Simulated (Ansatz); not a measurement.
A periodic model of amorphous Al45O72H9:

```xyz
126
Lattice="10.7289 -0.2839 0.1573 -0.2839 10.6172 -0.0580 0.1573 -0.0580 10.6082" Properties=species:S:1:pos:R:3 pbc="T T T"
Al     4.4266     9.7529     2.5926
Al     5.8774     4.0635     2.1336
Al     6.2934     6.3225     3.9761
Al     4.6257     7.3385     6.1377
Al     9.2698     6.7228     3.0972
Al     9.3470     1.9184     2.5065
Al     1.2757     1.9642     0.0999
Al     1.9852     5.6841     6.9075
Al     1.5740     8.1339     9.2506
Al     4.9901     8.8622    10.5377
Al     9.7744     7.3892    10.6483
Al     2.6570    10.5061     5.0117
Al     0.1805     4.4458     3.9719
Al     8.4887     5.2623     9.0500
Al     9.9975     8.9335     7.5976
Al     3.0187    -0.0326     9.1180
Al     9.6768     6.0835     5.9283
Al     7.8821     3.8081     4.5816
Al     6.8082     1.1641     3.2660
Al     4.5145     1.6971     1.0782
Al     7.8926     8.1839     5.3857
Al     7.3291     8.3934     8.7418
Al     4.1267     2.7012     8.9211
Al     0.9327     2.7536     8.0753
Al     2.5186     4.1868     1.6997
Al     3.5521     4.8061     4.2757
Al     3.7798     6.6703     2.0085
Al     7.7509     9.3432     2.0220
Al    10.0546     4.4857     1.0624
Al     4.1802     6.1426     9.1926
Al     8.0689     0.2979     7.1520
Al     1.9585     5.0516     9.8290
Al     7.6824     2.9862     7.4941
Al     2.5903     2.6282     5.4308
Al     5.6512     9.7683     5.0437
Al     0.8455     1.0067     3.0447
Al     9.0745     2.1768    10.1233
Al     6.6579     6.8368     0.7802
Al     6.0878     0.7478     9.5078
Al     1.8167     9.3309     1.0205
Al     5.0865     2.1669     5.8492
Al     1.7397     7.3966     4.6868
Al    10.3538     1.3740     5.6163
Al    -0.1501     9.2622     3.8557
Al     5.6048     4.7404     6.8406
O      2.8211     7.2110     6.2071
O      8.6888     8.5860     3.4966
O      5.8404     2.2957     2.1926
O      7.3747     9.8543     5.7621
O      5.1636     0.0718     0.5193
O      9.5962     5.6149     7.6620
O      9.6223     7.9725     6.1052
O      9.1123     9.1184     0.6942
O      5.9041     9.3889     9.0000
O     10.0610     5.0227     2.7439
O     10.6936     1.7443     9.5763
O      2.6163     5.8304     0.8521
O      0.9645     2.5298     6.3055
O      0.1547     7.5204     3.5877
O      4.4494     0.8139     8.7088
O      8.6432     3.4130     8.9784
O      3.5095     1.1693     6.1867
O      5.1316     6.9909    10.3843
O      2.3603     6.5698     8.7801
O      0.9210     9.9105     2.4622
O      7.8107     0.9451    10.2761
O      3.0331     6.6025     3.6763
O      8.4132     6.8208     1.5504
O      4.1807     3.0856     4.5906
O      5.4020     2.4836    10.2084
O      5.1103     5.6281     5.2203
O      6.1337     9.9389     3.1031
O      4.8706     6.2586     7.5933
O      6.0368     7.8932     4.8685
O      6.5205     8.6643     0.8543
O      8.2388     0.5301     2.1192
O      5.6141     6.7473     2.3683
O      7.2649     7.5098     7.1520
O      3.9494     9.5591     4.3020
O      1.3928     9.2221     5.0295
O      0.7244     6.0673     5.5723
O      1.8739     4.2365     3.4023
O      3.5225     8.5296     1.6640
O      3.7881     0.6270     2.3811
O      8.1710     6.4574     4.6778
O      8.9480     1.7818     6.6325
O      8.0772     2.3299     3.7221
O      3.6425     4.4577     9.3870
O      1.0929     4.5568     8.1991
O      7.0625     4.8410     7.9215
O      9.0120     3.0542     1.1031
O      0.1211     0.1488     6.7905
O     10.3617     0.0458     4.3989
O      8.4796     9.6597     8.2083
O      2.7328     4.4431     5.9252
O      7.9136     6.9647     9.7012
O      0.1812     1.6288     1.5395
O      6.7720     3.4488     5.9244
O      2.1705     1.3013     4.1634
O      6.9039     4.7076     3.4071
O      6.0027     0.9840     4.9343
O      1.9604     0.1340    10.5695
O      9.9083     5.5157    10.3187
O      9.4410     4.3745     5.2302
O      1.8672     9.4471     7.8633
O      4.8041     3.2145     7.3386
O      4.1967     4.6360     2.4328
O      6.5142     4.8604     0.6075
O      6.8896     1.3756     7.9294
O      4.7512     9.1265     6.6342
O      2.8679     2.5614     1.0099
O     10.5648     2.3770     3.9669
O     10.5245     7.9294     8.9391
O      2.3592     2.1312     8.9592
O      0.9432     4.0487     0.4400
O      3.1941     8.9381     9.8731
O      0.7605     8.0290     0.3369
H      9.7660     9.8332     0.6130
H      6.2760     4.2467    10.4971
H      5.1177     9.3092     7.5469
H      7.1666     6.5437     7.3300
H     10.4139     5.0982     7.9277
H      3.3082     1.1129     3.1041
H      7.7199     0.7096     0.6285
H      0.5844    10.3814     6.2202
H      2.4675     8.9796     7.2319
```

The numbers are results of PBE, scalar-relativistic without spin-orbit coupling (plane waves to 420 eV, PAW; Ansatz, an electronic-structure program), not measurements.

A CHGNet melt-quench gave the starting glass, which DFT then relaxed. O atoms were pushed apart under 1.9 Å during the dynamics, to hinder bonds among them. The hot cell started wider than the set density and was brought back towards it in steps. It is the lowest in DFT energy of 2 quenches. It is a model cell: composition and starting density were chosen by hand, and all elements were melted together. No dispersion term was used. Its density started from a set value of 3.27 and ended at 3.27 g/cm³. The quench (nominally 190 K/ps over its main leg) was far faster than any real one, so the model tends to hold more defects than a real film. One small periodic cell is one sample of the glass; other quenches scatter about these values. The volume was held where the preparation left it and the shape relaxed, at a PBE pressure of 2.8 GPa. Stress components on the final sampling reach 2.8 GPa.

Cut-offs for bonds: Al-Al 2.66 Å, Al-O 2.36 Å, Al-H 1.82 Å, O-O 1.58 Å, O-H 1.22 Å, H-H 0.90 Å. Two cations that share two anions don't count as bonded, nor two that share one unless they lie closer than Al-Al 2.59 Å.

Task: Give the coordination numbers, mean bond lengths and angles.

Result: 
```json
{
 "Mean coordination of Al by anions": "4.93 (11 with 4, 26 with 5, 8 with 6)",
 "Mean coordination of O": "3.21 (57 with 3, 15 with 4)",
 "Mean coordination of H": "1.00 (9 with 1)",
 "Mean Al-O bond": "1.875 Å (spread 0.099 Å, 222 counted)",
 "Mean O-H bond": "0.992 Å (spread 0.010 Å, 9 counted)",
 "Bond angle at Al": "mean 106.7°, spread 26.5°",
 "Bond angle at O": "mean 113.2°, spread 17.1°"
}
```

Task: List the pairs of like atoms that count as bonded by the rules above.

Result: There are none by these rules.
